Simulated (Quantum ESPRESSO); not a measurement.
## Quick settings and what they miss: CsHgCl₃ (Pm-3m, 5 atoms in the cell)

Self-consistent single point.

```yaml
crystal:
  lattice:
    - [5.45141, 0.00000, 0.00000]
    - [0.00000, 5.45141, 0.00000]
    - [0.00000, 0.00000, 5.45141]
  atoms:
    - { symbol: Cs, position: [0.00000, 0.00000, 0.00000] }
    - { symbol: Hg, position: [0.50000, 0.50000, 0.50000] }
    - { symbol: Cl, position: [0.00000, 0.50000, 0.50000] }
    - { symbol: Cl, position: [0.50000, 0.00000, 0.50000] }
    - { symbol: Cl, position: [0.50000, 0.50000, 0.00000] }
```

Method of the run: PBEsol, GBRV 1.5 ultrasoft (PBESOL) pseudopotentials (plane waves; Quantum ESPRESSO).

Base settings: ecutwfc = 40 Ry; ecutrho = 200 Ry; occupations = smearing; smearing = fd; degauss = 0.0099958 Ry; potentials = {Cs: cs_pbesol_v1.uspp.F.UPF, Hg: hg_pbesol_v1.uspp.F.UPF, Cl: cl_pbesol_v1.4.uspp.F.UPF}; K_POINTS = automatic 8 8 8 0 0 0; conv_thr = 1e-09 Ry; mixing_beta = 0.4.

Tight run (finer mesh or higher cutoff; not a proven limit): ecutwfc: 40 Ry → 56 Ry; ecutrho: 200 Ry → 280 Ry; conv_thr: 1e-09 Ry → 7.3e-11 Ry; K_POINTS: automatic 8 8 8 0 0 0 → automatic 11 11 11 0 0 0. It gave Fermi level (on the code's own zero) 2.90 eV; pressure -2.64 GPa.

Quick runs, as changes from the base:
- A: the base itself
- B: ecutwfc: 40 Ry → 32 Ry; ecutrho: 200 Ry → 160 Ry; conv_thr: 1e-09 Ry → 7.3e-05 Ry; K_POINTS: automatic 8 8 8 0 0 0 → automatic 6 6 6 1 1 1
- C: ecutwfc: 40 Ry → 28 Ry; ecutrho: 200 Ry → 140 Ry
- D: ecutwfc: 40 Ry → 24 Ry; ecutrho: 200 Ry → 120 Ry; pseudopotentials: {Cs: cs_pbesol_v1.uspp.F.UPF, Hg: hg_pbesol_v1.uspp.F.UPF, Cl: cl_pbesol_v1.4.uspp.F.UPF} → {Cs: cs_lda_v1.uspp.F.UPF, Hg: hg_lda_v1.uspp.F.UPF, Cl: cl_lda_v1.4.uspp.F.UPF}; K_POINTS: automatic 8 8 8 0 0 0 → automatic 1 1 1 0 0 0 [LDA (PZ)]
- E: ecutwfc: 40 Ry → 28 Ry; ecutrho: 200 Ry → 140 Ry; smearing: fd → cold; degauss: 0.0099958 Ry → 0.0147 Ry; conv_thr: 1e-09 Ry → 7.3e-06 Ry; K_POINTS: automatic 8 8 8 0 0 0 → automatic 4 4 4 1 1 1
- F: ecutwfc: 40 Ry → 20 Ry; ecutrho: 200 Ry → 100 Ry; smearing: fd → mp; degauss: 0.0099958 Ry → 0.019992 Ry

Energies are extrapolated to zero smearing width, which holds to low order in the width alone (under cold and Methfessel-Paxton smearing the free energy itself is taken).

Dashes: pressure of B, E, not trusted under this conv_thr with d or f elements; time of B, D, E, under 30 s; energy of D, another energy zero.

† marks runs with another functional, U, potentials or spin treatment: their distance from the tight run is not a convergence error alone.

The count of work is k-points × plane waves × bands × iterations; it is no time. Core times come from one kind of shared machine and are given to one figure; runs under 30 s give none.

The starting cell comes from a database of computed structures (which also holds hypothetical and non-ambient phases and stackings), without a prior relaxation at this level. Its lattice was rescaled by a random factor within 2.5 % of one. The run gives no clean gap (levels at the Fermi energy touch, overlap or are partly filled at this smearing), which alone does not show that the compound is a metal.

| run | energy less tight (meV/atom) | pressure less tight (GPa) | count of work / tight | core time / tight (rough) |
|---|---|---|---|---|
| A | 1.9 | 0.03 | 0.34 | 0.4 |
| B | 4.4 | – | 0.035 | – |
| C | 14.0 | -0.33 | 0.20 | 0.2 |
| D† | – | -0.70 | 0.0057 | – |
| E | 19.7 | – | 0.016 | – |
| F | 109.2 | -2.07 | 0.12 | 0.1 |

Among the runs at the tight run's level, the energy misses run from 1.9 to 109.2 meV/atom.
